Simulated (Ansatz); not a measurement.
# Ge, response to strain

Start from Ge in the diamond structure (space group Fd-3m, No. 227).

```
CELL_PARAMETERS angstrom
      0.00000     2.83720     2.83720
      2.83720     0.00000     2.83720
      2.83720     2.83720     0.00000
ATOMIC_POSITIONS crystal
  Ge 0.00000 0.00000 0.00000
  Ge 0.25000 0.25000 0.25000
```

Strains are applied to the cell and any free atomic positions relax.

All numbers come from DFT with r2SCAN, PAW potentials and a 500 eV plane-wave cutoff in Ansatz (an electronic-structure program), without spin-orbit coupling.

Computed cases, in order: the unstrained base; isotropic strain +0.50 %; isotropic strain +1.00 %; isotropic strain +1.50 %; isotropic strain +2.00 %; isotropic strain +2.50 %; isotropic strain +3.00 %.

**Question.** Between which two neighbouring cases does the band gap open or close?

**Answer.** Between isotropic strain +1.00 % (0.07 eV) and isotropic strain +1.50 % (zero). The whole series: the unstrained base: 0.36 eV; isotropic strain +0.50 %: 0.21 eV; isotropic strain +1.00 %: 0.07 eV; isotropic strain +1.50 %: zero; isotropic strain +2.00 %: zero; isotropic strain +2.50 %: zero; isotropic strain +3.00 %: zero.

The mesh was chosen for an insulator and is coarse for the gapless case. No phonon test of stability was made. The zero or small gap of Ge under isotropic strain +0.50 %, Ge under isotropic strain +1.00 %, Ge under isotropic strain +1.50 % and Ge under isotropic strain +2.00 % can change with the level of theory.
